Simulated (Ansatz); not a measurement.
**What pressure 4.2 GPa does to TiC**

Start from TiC in the rock salt structure (space group Fm-3m, No. 225; a = 4.328 Å).

Modification: cell and atoms relaxed at a pressure of 4.2 GPa.

Method: r2SCAN (Ansatz, an electronic-structure program, PAW, no spin-orbit coupling). k-mesh 18×18×18 (Γ-centred); smearing 0.05 eV (Fermi–Dirac).

The volume per atom shrinks by 0.156 Å³ to 9.98 Å³ and the density rises by 0.077 g/cm³ (4.91 g/cm³ → 4.98 g/cm³). The lattice parameter a shrinks by 0.042 bohr (8.178 bohr → 8.136 bohr) and the shortest interatomic distance drops by 0.021 bohr (4.089 bohr → 4.068 bohr). The enthalpy H = E + PV relative to the base's energy amounts to +0.26 eV/atom and the band gap remains zero.

Final structure:

```yaml
crystal:
  lattice:
    - [0.00000, 2.15275, 2.15275]
    - [2.15275, 0.00000, 2.15275]
    - [2.15275, 2.15275, 0.00000]
  atoms:
    - { symbol: C, position: [0.00000, 0.00000, 0.00000] }
    - { symbol: Ti, position: [0.50000, 0.50000, 0.50000] }
```

Cost of the whole job for the changed cell (relaxation, final SCF and bands): roughly 29 core-seconds.

Load acts through the strain it causes; cell and atoms are relaxed under it. Whether these cells are dynamically stable was not tested. The final runs are not spin-polarised.
